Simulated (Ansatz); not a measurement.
The reference is InAgTe$_{2}$ in the chalcopyrite structure (space group I-42d, No. 122).

```cif
data_Ag4In4Te8
_chemical_formula_sum 'In4 Te8 Ag4'
_space_group_name_H-M_alt 'I-42d'
_space_group_IT_number 122
_space_group_name_Hall 'I -4 2bw'
_cell_length_a 6.43194
_cell_length_b 6.43194
_cell_length_c 12.76585
_cell_angle_alpha 90.000
_cell_angle_beta 90.000
_cell_angle_gamma 90.000
loop_
_atom_site_label
_atom_site_type_symbol
_atom_site_symmetry_multiplicity
_atom_site_Wyckoff_symbol
_atom_site_fract_x
_atom_site_fract_y
_atom_site_fract_z
_atom_site_occupancy
In1 In 4 b 0.00000 0.00000 0.50000 1
Te1 Te 8 d 0.24124 0.25000 0.12500 1
Ag1 Ag 4 a 0.00000 0.00000 0.00000 1
```
(The calculation used a cell of 8 atoms; values per cell refer to that cell.)

Calculations: Kohn–Sham DFT with the PBEsol functional, run in Ansatz (a first-principles code) with PAW and 420 eV plane waves, without spin-orbit coupling.

For the base:

The pressure is 0.00 GPa.

Perturbation: an isotropic linear strain of +2.25 %, atoms relaxed at fixed cell.

### Question
How does this affect the energy relative to the base?

### Answer
The energy grows by 19 meV/atom.

### Question
What does the calculation give for the pressure after the change?

### Answer
The pressure (mean of the normal stresses, compression positive) goes from zero to -2.51 GPa.

Whether these cells are dynamically stable was not tested.
